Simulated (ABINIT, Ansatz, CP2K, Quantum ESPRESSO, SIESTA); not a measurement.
**One structure in several programs: BN (P6_3/mmc, 4 atoms in the cell)**

Self-consistent single point.

```
CELL_PARAMETERS angstrom
      2.47262     0.00000     0.00000
     -1.23631     2.14135     0.00000
      0.00000     0.00000     7.28384
ATOMIC_POSITIONS crystal
  B  0.66667 0.33333 0.75000
  B  0.33333 0.66667 0.25000
  N  0.00000 0.00000 0.75000
  N  0.00000 0.00000 0.25000
```

All programs got the same cell, k-point mesh and kind of occupations (in Ansatz's words: kpoints.mp_grid.grid = 10 10 3; scf.occupations.method = fermi_dirac; scf.occupations.width = 0.01 eV); potentials, basis and cutoffs are each program's usual ones.

```tsv
code	model	pressure (GPa)	k-points	cutoff
ABINIT	PBE, PAW (JTH v2.0 PBE PAW)	11.55	28	52 Ry
Quantum ESPRESSO	PBE, SSSP 1.1.2 efficiency (PBE) pseudopotentials	10.59	28	45 Ry
SIESTA	GGA PBE, numerical atomic orbitals DZP, PseudoDojo PBE standard norm-conserving potentials (rewritten from UPF to PSML)	14.25	167	grid 400 Ry
Ansatz	PBE, PAW files	10.96	28	420 eV
CP2K	PBE, GPW, DZVP-MOLOPT-PBE-GTH basis, GTH-PBE potentials (POTENTIAL_UZH)	11.59	152	grid 400 Ry
```

The spread over the programs that give each value: pressure within 3.66 GPa.

The starting cell comes from a database of computed structures (which also holds hypothetical and non-ambient phases and stackings), without a prior relaxation at this level. Its lattice was rescaled by a random factor within 2.5 % of one. On Ansatz's run: In the base run, with a pressure of about 11 GPa the cell is away from its equilibrium volume at this level. A gap is left out here, as mesh or smearing make it unsure.

Why do the programs differ, and what cannot be compared?

Differences of this kind can come from the potentials, where these differ, and from what each basis and cutoff leave unconverged. The zero of total energies and Fermi levels follows the potentials and each program's conventions, so they are not compared here. SIESTA and CP2K use small atom-centred bases, whose incompleteness enters pressures, forces and empty levels differently from a plane-wave cutoff. Ansatz's pressure is given at a fixed set of plane waves, as the other plane-wave codes print theirs; with its correction for the finite basis it is 11.27 GPa (the shift of 0.31 GPa shows how far the cutoff is from converged). The programs reduce the same mesh by symmetry to different extents, which changes the work and not the result. In the pressure, SIESTA (by 3.29) lies more than 1 GPa from the median of the plane-wave programs.

This mesh misses zone-boundary points where a band edge of such crystals can lie, so no gaps are given.

Left out of this page: GPAW and FLEUR (not drawn, or without a comparable value).

Ansatz is a quantum-chemistry and plane-wave program.

Keys are those of Ansatz 0.2.
